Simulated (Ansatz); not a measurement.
## Response to strain in MgO

Take MgO in the rock salt structure (space group Fm-3m, No. 225; a = 4.214 Å) as the base. Axes: x, y, z lie along the cube axes.

Strains are applied to the cell and any free atomic positions relax; under biaxial strain the out-of-plane vector relaxes too.

Method: plane-wave PAW DFT at the PBEsol level (Ansatz, an electronic-structure program, 420 eV), spin-orbit coupling left out.

Notes on the quantities. pressure: mean of the normal stresses, compression positive; energy relative to the base: free energy F.

```csv
variant,shortest interatomic distance,pressure,energy relative to the base,band gap
base,2.107 Å,0.00 GPa,0 meV/atom,4.62 eV
"biaxial strain +2.76 %, plane normal [001], relaxed out of plane",2.074 Å,-5.05 GPa,+13 meV/atom,4.22 eV
isotropic strain −4.62 %,2.010 Å,29.95 GPa,+102 meV/atom,6.11 eV
isotropic strain +3.74 %,2.186 Å,-13.82 GPa,+52 meV/atom,3.64 eV
```

Whether these cells are dynamically stable was not tested. The base started in Pnma and relaxed to Fm-3m at this level.
